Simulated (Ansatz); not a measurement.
## Bi2Se3 under a change: biaxial strain +2.13 %, plane normal [001], relaxed out of plane

The reference is Bi2Se3 in the Bi2Te3 type structure (space group R-3m, No. 166; a = 4.145 Å, c = 29.266 Å (hexagonal axes)). Axes: x lies along a and z along c of the hexagonal cell.

One thing is altered: biaxial strain +2.13 %, plane normal [001], relaxed out of plane (Cartesian); in-plane vectors clamped, the third vector and the atoms free.

Calculations: r2SCAN+rVV10 (Ansatz, a program for electronic structure, PAW, no spin-orbit coupling). Γ-centred 9×9×9 mesh, Fermi–Dirac width 0.05 eV.

| quantity | base | changed | shift |
|---|---|---|---|
| volume per atom | 29.02 Å³ | 29.58 Å³ | +0.553 Å³ |
| shortest interatomic distance | 2.853 Å | 2.872 Å | +0.019 Å |
| energy relative to the base (free energy F) | 0 meV/atom | +7.0 meV/atom | +7.0 meV/atom |
| pressure (mean of the normal stresses, compression positive) | 0.00 GPa | -1.19 GPa | -1.196 GPa |
| band gap | 0.60 eV | 0.44 eV | -0.154 eV |
| gap character | direct at Γ | direct at Γ | – |
| width of the top valence band | 1.22 eV | 1.07 eV | -0.15 eV |
| electron mass | 0.45 mₑ along c, 0.11 mₑ across (at Γ) | 0.47 mₑ out of plane, 0.11 mₑ in plane (at Γ) | – |
| valence-band top at Γ (three highest levels, from the VBM) | 0.00, -1.23, -1.23 eV | 0.00, -1.25, -1.25 eV | – |
| valley order (the lowest conduction-band minima on the path, energy above the VBM, named in the base's zone) | – | Γ 0.44 eV; L (1/2, 0, 0) 1.24 eV; F (1/2, 0, 1/2) 1.76 eV | – |
| out-of-plane strain | – | -2.30 % | – |
| ratio −ε⊥/ε∥ | – | 1.08 | – |

Spin-orbit coupling, missing from the scalar runs, can matter with Bi. Masses are band curvatures over ±0.01 Å⁻¹ around the edge. No phonon test of stability was made.
